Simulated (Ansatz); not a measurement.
# Cubic perovskite KMgF3

Method: PBEsol in Ansatz (plane waves, PAW).

Settings: plane-wave cutoff 560 eV, 6×6×6 k mesh, perturbation theory, scalar-relativistic PAW data made under PBE.

Cell (relaxed at this level):

```cif
data_F3KMg
_chemical_formula_sum 'K1 Mg1 F3'
_space_group_name_H-M_alt 'Pm-3m'
_space_group_IT_number 221
_space_group_name_Hall '-P 4 2 3'
_cell_length_a 3.99140
_cell_length_b 3.99140
_cell_length_c 3.99140
_cell_angle_alpha 90.000
_cell_angle_beta 90.000
_cell_angle_gamma 90.000
loop_
_atom_site_label
_atom_site_type_symbol
_atom_site_symmetry_multiplicity
_atom_site_Wyckoff_symbol
_atom_site_fract_x
_atom_site_fract_y
_atom_site_fract_z
_atom_site_occupancy
K1 K 1 a 0.00000 0.00000 0.00000 1
Mg1 Mg 1 b 0.50000 0.50000 0.50000 1
F1 F 3 c 0.00000 0.50000 0.50000 1
```

For cubic perovskite KMgF3, the high-frequency dielectric constant comes out as 2.12. The static dielectric constant is 7.06.

Measured, for comparison: high-frequency dielectric constant 1.85 (room temperature, no zero-point or thermal correction; as tabulated in Dubrovin et al. (2021), arXiv:2110.13026); static dielectric constant 5.39 (room temperature, no zero-point or thermal correction, our sources range from 5.39 to 6.97; as tabulated in Dubrovin et al. (2021), arXiv:2110.13026). Computed (rounded) less measured: high-frequency dielectric constant +15 %, static dielectric constant not scored (sources differ).

Ansatz is an electronic-structure program.
